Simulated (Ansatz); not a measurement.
Consider Li2Se in the anti-fluorite structure (space group Fm-3m, No. 225; a = 6.006 Å).

Method: plane-wave PAW DFT at the PBE level (Ansatz, an electronic-structure program, 420 eV), no spin-orbit coupling.

One change was made to it. Results:

The width of the top valence band increases by 0.61 eV (1.75 eV → 2.36 eV); the band gap shrinks by 0.22 eV, from 2.98 eV to 2.76 eV; the hole mass (degenerate bands, along [100]) becomes 0.36, 0.65, 0.65 mₑ (at Γ) (base: 0.36, 0.83, 0.83 mₑ (at Γ)); the lattice parameter a decreases by 0.389 Å, from 6.006 Å to 5.617 Å.

Task: Name the change that was made.
(A) pressure 10 GPa
(B) pressure 0.7 GPa
(C) pressure −1 GPa
(D) pressure −2 GPa

Result: A, pressure 10 GPa. For comparison, the band gap in the other runs: pressure −1 GPa gives 3.00 eV; pressure 0.7 GPa gives 2.97 eV; pressure −2 GPa gives 3.03 eV.

Load acts through the strain it causes; cell and atoms are relaxed under it. Masses are band curvatures over ±0.01 Å⁻¹ around the edge. Whether these cells are dynamically stable was not tested. No other phases were tried under pressure.
